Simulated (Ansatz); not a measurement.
We consider L1₂ (Cu3Au-type) Ni₃Si, described by RPBE (Ansatz, a quantum-chemistry and plane-wave program, plane waves, PAW).

Settings: plane-wave cutoff 520 eV, 16×16×16 k mesh, Fermi–Dirac smearing 0.05 eV, no spin polarisation, scalar-relativistic PAW data made under PBE.

Computed points:

```
V (Å³/atom)  E − E_lowest (meV/atom)  P (GPa)
-----------  -----------------------  -------
10.368                         27.60    14.19
10.589                         11.77     8.90
10.810                          2.82     4.19
11.030                          0.00    -0.01
11.251                          2.64    -3.75
11.471                         10.14    -7.08
11.692                         21.97   -10.04
```

### Question
Estimate the bulk modulus and its pressure derivative from these points.

### Answer
V0 = 11.030 Å³/atom, B0 = 198 GPa, B′ = 4.8 (fit to the energies at full precision).

Measured, for comparison: equilibrium volume per atom 10.81 Å³/atom (temperature not stated, no zero-point or thermal correction; as tabulated in Metallic Nickel Silicides: Experiments and Theory for NiSi and First Principles …). Computed (rounded) less measured: equilibrium volume per atom +2.0 %.
